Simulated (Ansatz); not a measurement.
The starting structures come from a database of crystals and need not be the phases stable at ambient conditions.

 Where the default PAW files enter, the runs use the earlier of Ansatz's two default sets.

By LDA and PBEsol, the system below comes out a metal.

Input:

```
NbN
1.0
    2.95168     0.00000     0.00000
   -1.47584     2.55623     0.00000
    0.00000     0.00000     5.89819
Nb N
2 2
Direct
  0.00000   0.00000   0.50000
  0.00000   0.00000   0.00000
  0.66667   0.33333   0.25000
  0.33333   0.66667   0.75000
```

Space group of this cell: P6_3/mmc, NiAs type. The cell is taken as given; by PBEsol its mean pressure is -13.8 GPa.

The current runs along the normal of the first two printed vectors, the (001) plane. All runs by Ansatz (a quantum-chemistry and plane-wave program), plane waves and PAW, without spin-orbit coupling; the base is PBEsol.

```csv
run,mean pressure (GPa),"G/A, both spins (10¹⁵ S/m²)"
base,-13.8,0.45
all lengths scaled by 0.98,5.1,(withheld)
all lengths scaled by 1.02,-27.8,0.41
lda in place of pbesol,-19.1,0.44
"lengths across the current scaled by 1.02, ions clamped",-22.8,(withheld)
"lengths along the current scaled by 0.97, ions clamped",-3.4,(withheld)
```

Question: Complete the blanks.

Answer: 
- all lengths scaled by 0.98, G/A, both spins (10¹⁵ S/m²): 0.47
- lengths across the current scaled by 1.02, ions clamped, G/A, both spins (10¹⁵ S/m²): 0.48
- lengths along the current scaled by 0.97, ions clamped, G/A, both spins (10¹⁵ S/m²): 0.54
